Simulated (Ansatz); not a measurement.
Start from BaHfO3 in the cubic perovskite structure (space group Pm-3m, No. 221; a = 4.206 Å).

Modification: cell and atoms relaxed at a pressure of 1.5 GPa.

All numbers come from DFT with PBE, PAW potentials and a 420 eV plane-wave cutoff in Ansatz (a quantum-chemistry and plane-wave program), spin-orbit coupling left out.

Base, band edges from the VBM (valence, conduction): M -0.05, 6.17; R 0.00, 6.04; X -0.44, 4.07; Γ -0.14, 3.62 eV.

Give the band edges at the high-symmetry points of the new zone, measured from its valence-band maximum.


| point | valence edge (eV) | conduction edge (eV) |
|---|---|---|
| Γ | -0.12 | 3.64 |
| X | -0.43 | 4.10 |
| M | -0.05 | 6.24 |
| R | 0.00 | 6.08 |

The gap is 3.64 eV, indirect, R → Γ.

Spin-orbit coupling, missing from the scalar runs, can matter with Hf. Load acts through the strain it causes; cell and atoms are relaxed under it. Stability against distortions was not tested. The base started in P4mm and relaxed to Pm-3m at this level.
